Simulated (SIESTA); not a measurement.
# Short convergence ladders for CoSi2 (I4mm, 3 atoms in the cell)

```
CELL_PARAMETERS angstrom
      0.00000     2.67196     2.67196
      2.67196     0.00000     2.67196
      2.67196     2.67196     0.00000
ATOMIC_POSITIONS crystal
  Co 0.00936 0.00936 0.99064
  Si 0.25000 0.25000 0.25000
  Si 0.75000 0.75000 0.75000
```

Base method: GGA PBEsol, numerical atomic orbitals DZP, PseudoDojo PBEsol standard norm-conserving potentials (rewritten from UPF to PSML) (SIESTA).

Base settings: XC.functional = GGA; XC.authors = PBEsol; potentials = PseudoDojo PBEsol standard; PAO.BasisSize = DZP; PAO.EnergyShift = 0.01 Ry; MeshCutoff = 350 Ry; kgrid.MonkhorstPack = 5 5 5; OccupationFunction = FD; ElectronicTemperature = 1160.45 K; MaxSCFIterations = 150.

**Shifted k-point meshes**

Only quantities that move along the ladder and can be compared are tabulated.

| kgrid.MonkhorstPack | free energy less the last step's (meV/atom) | pressure (GPa) | largest difference of a force vector from the last step's (eV/Å) |
|---|---|---|---|
| 2 2 2 shifted by 0.5 0.5 0.5 | -84.35 | -5.87 | 0.240 |
| 4 4 4 shifted by 0.5 0.5 0.5 | -1.76 | -4.43 | 0.014 |
| 6 6 6 shifted by 0.5 0.5 0.5 | 1.06 | -4.49 | 0.109 |
| 8 8 8 shifted by 0.5 0.5 0.5 | 0.44 | -4.55 | 0.024 |
| 10 10 10 shifted by 0.5 0.5 0.5 | 0.04 | -4.57 | 0.001 |
| 21 21 21 shifted by 0.5 0.5 0.5 | 0.00 | -4.57 | 0.000 |

Coarsest kgrid.MonkhorstPack that holds the forces within 0.01 eV/Å of the last step, with all finer ones: 10 10 10 shifted by 0.5 0.5 0.5; the step before is off by 0.024 eV/Å.

Coarsest kgrid.MonkhorstPack that holds the free energy within 5 meV/atom of the last step, with all finer ones: 4 4 4 shifted by 0.5 0.5 0.5; the step before is off by 84 meV/atom.

Coarsest kgrid.MonkhorstPack that holds the pressure within 0.2 GPa of the last step, with all finer ones: 4 4 4 shifted by 0.5 0.5 0.5; the step before is off by 1.3 GPa.

**The k-point mesh at a smearing width of 0.3 eV**

In this ladder: ElectronicTemperature = 3481.36 K.

Only quantities that move along the ladder and can be compared are tabulated.

| kgrid.MonkhorstPack | free energy less the last step's (meV/atom) | pressure (GPa) |
|---|---|---|
| 4 4 4 | 4.58 | -3.96 |
| 6 6 6 | 0.58 | -3.61 |
| 12 12 12 | -0.01 | -3.66 |
| 17 17 17 | 0.00 | -3.65 |
| 21 21 21 | 0.00 | -3.65 |

Coarsest kgrid.MonkhorstPack that holds the free energy within 2 meV/atom of the last step, with all finer ones: 6 6 6; the step before is off by 4.6 meV/atom.

Coarsest kgrid.MonkhorstPack that holds the pressure within 0.2 GPa of the last step, with all finer ones: 6 6 6; the step before is off by 0.30 GPa.

**The width of Methfessel-Paxton smearing**

In this ladder: kgrid.MonkhorstPack = 8 8 8; OccupationFunction = MP; OccupationMPOrder = 1.

Narrow widths need finer meshes than wide ones, so the last steps can hold mesh noise.

Only quantities that move along the ladder and can be compared are tabulated; pressure and forces are left out, as mesh noise rules them at narrow widths.

| ElectronicTemperature | free energy less the last step's (meV/atom) |
|---|---|
| 11604.5 K | 11.53 |
| 5802.26 K | 2.22 |
| 3481.36 K | 0.15 |
| 1160.45 K | 0.00 |

Widest ElectronicTemperature that holds the free energy within 0.5 meV/atom of the last step, with all finer ones: 3481.36 K; the step before is off by 2.2 meV/atom.

On the base run: the starting cell has typed, rounded lattice constants, without a prior relaxation at this level. Its lattice was rescaled by up to half a per cent. One atom was moved a little off its site on purpose. Spin polarisation is off. Values carry the incompleteness of an atom-centred basis. In the base run, with a pressure of about -4 GPa the cell is away from its equilibrium volume at this level. Without a gap this mesh is coarse (it stands for a supercell whose shortest vector is 19 Å).

Left out of this page: 2 runs of the series outside the window shown, repeating another row's setting, or not comparable.
